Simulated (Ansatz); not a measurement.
ZnS (F-43m), PBE with spin-orbit coupling, rigid bands in Ansatz (a first-principles code): N_c = 1.98e18 cm⁻³ at 300 K and an electron conductivity mass of 0.189 mₑ.

Problem. For 1e16 electrons per cm³ at 300 K, place the Fermi level, estimate the Seebeck coefficient of a parabolic band with constant τ, and give mobility and conductivity for τ = 10 fs.

Solution. The level lies k_BT ln(N_c/n) = 0.137 eV below the conduction-band minimum. S ≈ −(k_B/e)[ln(N_c/n) + 5/2] = -671 μV/K, against -669 μV/K from the full bands (mean over directions). μ = eτ/m = 93.1 cm²/(V·s) and σ = neμ = 0.149 S/cm. τ is assumed, not computed.

Band transport and this doping are assumed; polarons and phonon drag are left out. Geometry: cell and atoms relaxed with PBEsol.
